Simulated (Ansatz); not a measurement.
A computed series for Ag: pressure series

Consider Ag in the fcc (Cu type) structure (space group Fm-3m, No. 225).

```
CELL_PARAMETERS angstrom
      0.00000     2.05194     2.05194
      2.05194     0.00000     2.05194
      2.05194     2.05194     0.00000
ATOMIC_POSITIONS crystal
  Ag 0.00000 0.00000 0.00000
```

Cell and atoms are relaxed at each pressure.

Calculations: r2SCAN (Ansatz, a first-principles code; PAW; 500 eV plane waves; no spin-orbit coupling).

Two rows of this table had their results exchanged by mistake.

```json
[
 {"pressure": "pressure −2 GPa", "volume per atom (Å³)": "17.66", "shortest distance (Å)": "2.923", "band gap": "zero"},
 {"pressure": "pressure −1 GPa", "volume per atom (Å³)": "17.47", "shortest distance (Å)": "2.912", "band gap": "zero"},
 {"pressure": "pressure 0.9 GPa", "volume per atom (Å³)": "17.15", "shortest distance (Å)": "2.895", "band gap": "zero"},
 {"pressure": "pressure 2.1 GPa", "volume per atom (Å³)": "14.49", "shortest distance (Å)": "2.736", "band gap": "zero"},
 {"pressure": "pressure 4.5 GPa", "volume per atom (Å³)": "16.63", "shortest distance (Å)": "2.865", "band gap": "zero"},
 {"pressure": "pressure 9 GPa", "volume per atom (Å³)": "16.10", "shortest distance (Å)": "2.834", "band gap": "zero"},
 {"pressure": "pressure 15 GPa", "volume per atom (Å³)": "15.52", "shortest distance (Å)": "2.800", "band gap": "zero"},
 {"pressure": "pressure 22.5 GPa", "volume per atom (Å³)": "14.95", "shortest distance (Å)": "2.765", "band gap": "zero"},
 {"pressure": "pressure 30 GPa", "volume per atom (Å³)": "16.96", "shortest distance (Å)": "2.884", "band gap": "zero"}
]
```

**Question.** Which two?

**Answer.** The rows for pressure 2.1 GPa and pressure 30 GPa: the volume has to fall steadily with pressure, so 16.96 Å³ belongs to pressure 2.1 GPa and 14.49 Å³ to pressure 30 GPa.

Load acts through the strain it causes; cell and atoms are relaxed under it. Stability against distortions was not tested. No other phases were tried under pressure.
